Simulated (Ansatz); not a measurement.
Electronic density of states of amorphous Si₂₄O₄₉Cu₂, density 2.32 g/cm³, on a 2×2×2 Γ-centred mesh with a Gaussian width of 0.1 eV; energies count from the Fermi level, whose place inside the gap is arbitrary. Cell and mesh are small, so fine structure isn't converged. These are PBE, scalar-relativistic without spin-orbit coupling (plane waves to 420 eV, PAW; Ansatz, a program for electronic structure) values and carry that method's errors. Sampling: a 2×2×2 Γ-centred mesh; Fermi-Dirac width 0.02 eV; no spin polarisation. At PBE the levels at the filled edge of the gap are localised (band-tail or defect states), and the nearest spread-out levels lie 5.1 eV apart at the zone centre.

Preparation: random packing, a CHGNet melt and quench, and a DFT relaxation. O atoms were pushed apart under 1.9 Å during the dynamics, to hinder bonds among them. The hot cell started wider than the set density and was brought back towards it in steps. It is the lowest in DFT energy of 2 quenches. It is a model cell: composition and starting density were chosen by hand, and all elements were melted together. No dispersion term was used. Its density started from a set value of 2.34 and ended at 2.32 g/cm³. The quench (nominally 320 K/ps over its main leg) was far faster than any real one, so the model tends to hold more defects than a real film. A cell of this size samples the disorder only roughly. Volume and shape were free in the relaxation.

(E - EF (eV), states/(eV atom)): (-12.00, 0.17); (-11.90, 0.18); (-11.80, 0.15); (-11.70, 0.11); (-11.60, 0.14); (-11.50, 0.18); (-11.40, 0.20); (-11.30, 0.22); (-11.20, 0.23); (-11.10, 0.20); (-11.00, 0.17); (-10.90, 0.17); (-10.80, 0.18); (-10.70, 0.18); (-10.60, 0.20); (-10.50, 0.20); (-10.40, 0.17); (-10.30, 0.18); (-10.20, 0.17); (-10.10, 0.15); (-10.00, 0.16); (-9.90, 0.19); (-9.80, 0.24); (-9.70, 0.22); (-9.60, 0.23); (-9.50, 0.33); (-9.40, 0.43); (-9.30, 0.43); (-9.20, 0.44); (-9.10, 0.44); (-9.00, 0.44); (-8.90, 0.43); (-8.80, 0.44); (-8.70, 0.49); (-8.60, 0.51); (-8.50, 0.42); (-8.40, 0.39); (-8.30, 0.33); (-8.20, 0.24); (-8.10, 0.40); (-8.00, 0.38); (-7.90, 0.15); (-7.80, 0.13); (-7.70, 0.23); (-7.60, 0.24); (-7.50, 0.28); (-7.40, 0.41); (-7.30, 0.50); (-7.20, 0.40); (-7.10, 0.39); (-7.00, 0.37); (-6.90, 0.34); (-6.80, 0.43); (-6.70, 0.51); (-6.60, 0.49); (-6.50, 0.55); (-6.40, 0.59); (-6.30, 0.56); (-6.20, 0.53); (-6.10, 0.55); (-6.00, 0.65); (-5.90, 0.71); (-5.80, 0.72); (-5.70, 0.82); (-5.60, 0.89); (-5.50, 0.87); (-5.40, 0.86); (-5.30, 0.91); (-5.20, 0.84); (-5.10, 0.81); (-5.00, 0.87); (-4.90, 0.88); (-4.80, 0.86); (-4.70, 0.80); (-4.60, 0.75); (-4.50, 0.69); (-4.40, 0.64); (-4.30, 0.68); (-4.20, 0.72); (-4.10, 0.73); (-4.00, 0.64); (-3.90, 0.57); (-3.80, 0.51); (-3.70, 0.41); (-3.60, 0.40); (-3.50, 0.48); (-3.40, 0.45); (-3.30, 0.22); (-3.20, 0.03); (-3.10, 0.00); (-3.00, 0.00); (-2.90, 0.00); (-2.80, 0.00); (-2.70, 0.00); (-2.60, 0.00); (-2.50, 0.00); (-2.40, 0.00); (-2.30, 0.01); (-2.20, 0.15); (-2.10, 0.28); (-2.00, 0.20); (-1.90, 0.39); (-1.80, 0.31); (-1.70, 0.26); (-1.60, 0.37); (-1.50, 0.34); (-1.40, 0.27); (-1.30, 0.08); (-1.20, 0.01); (-1.10, 0.00); (-1.00, 0.00); (-0.90, 0.00); (-0.80, 0.00); (-0.70, 0.00); (-0.60, 0.00); (-0.50, 0.00); (-0.40, 0.00); (-0.30, 0.00); (-0.20, 0.00); (-0.10, 0.00); (0.00, 0.00); (0.10, 0.00); (0.20, 0.00); (0.30, 0.00); (0.40, 0.00); (0.50, 0.00); (0.60, 0.00); (0.70, 0.00); (0.80, 0.00); (0.90, 0.00); (1.00, 0.00); (1.10, 0.00); (1.20, 0.00); (1.30, 0.01); (1.40, 0.01); (1.50, 0.00); (1.60, 0.02); (1.70, 0.05); (1.80, 0.04); (1.90, 0.05); (2.00, 0.08); (2.10, 0.09); (2.20, 0.08); (2.30, 0.05); (2.40, 0.02); (2.50, 0.08); (2.60, 0.12); (2.70, 0.11); (2.80, 0.08); (2.90, 0.06); (3.00, 0.08); (3.10, 0.09); (3.20, 0.13); (3.30, 0.16); (3.40, 0.16); (3.50, 0.18); (3.60, 0.18); (3.70, 0.20); (3.80, 0.21); (3.90, 0.25); (4.00, 0.24); (4.10, 0.28); (4.20, 0.32); (4.30, 0.29); (4.40, 0.27); (4.50, 0.28); (4.60, 0.33); (4.70, 0.35); (4.80, 0.30); (4.90, 0.33); (5.00, 0.39); (5.10, 0.43); (5.20, 0.47); (5.30, 0.52); (5.40, 0.51)

The level gap on this mesh is 2.76 eV; the broadening fills part of it in the curve.
